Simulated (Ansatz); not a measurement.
# Li2Si (R-3m): resistivity and electron-phonon coupling

Data:

```
Li2Si
1.0
    2.15339     1.24326     6.11013
   -2.15339     1.24326     6.11013
    0.00000    -2.48652     6.11013
Li Si
4 2
Direct
  0.35544   0.35544   0.35544
  0.64456   0.64456   0.64456
  0.79482   0.79482   0.79482
  0.20518   0.20518   0.20518
  0.06199   0.06199   0.06199
  0.93801   0.93801   0.93801
```

Calculation: PBEsol, DFPT electron-phonon coupling, linearised Boltzmann equation (plane waves, PAW, scalar-relativistic; Ansatz, a quantum-chemistry and plane-wave program). How the cell was made: relaxed with this functional, without spin-orbit coupling.

The resistivity at 300 K is 13.9 (x), 13.9 (y), 44 (z) μΩ·cm, the resistivity at 77 K is 1.42 (x), 1.42 (y), 4.5 (z) μΩ·cm and the electron mean free path at 300 K (weighted by the current that each state carries) comes out as 13.2 (x), 13.2 (y), 12.2 (z) nm. The electron-phonon coupling λ is 0.26 and the transport coupling λ_tr is 0.28 (x), 0.28 (y), 0.27 (z). The logarithmic mean phonon energy is 22 meV and the density of states at the Fermi level comes out as 0.53 states/(eV·spin·cell). The drude plasma energy comes out as 4.7 (x), 4.7 (y), 2.6 (z) eV, the Tc for μ* = 0.10 (anisotropic Eliashberg) is below 1 K and the Tc for μ* = 0.13 (anisotropic Eliashberg) is below 1 K.

A metal at this level (no band gap). Only scattering by harmonic phonons is included (no impurities, grain boundaries, electron-electron scattering or thermal expansion). Spin-orbit coupling is left out. The run warned that the eigensolver left some states short of its tolerance. Halving the electron mesh (24x24x24) moves the resistivity by up to 3 % at 300 K, the mean free path by up to 2 %, the coupling by up to 1 %. Smearing 0.20 eV; phonons on a 4x4x4 q mesh, which this run doesn't test and which matters most at low temperature. Tc comes from the anisotropic Migdal-Eliashberg equations with μ*, a chosen number, referred to 29 meV.

Computed structure with no diffraction record at hand here (it may be known, metastable or hypothetical): Li2Si (R-3m).
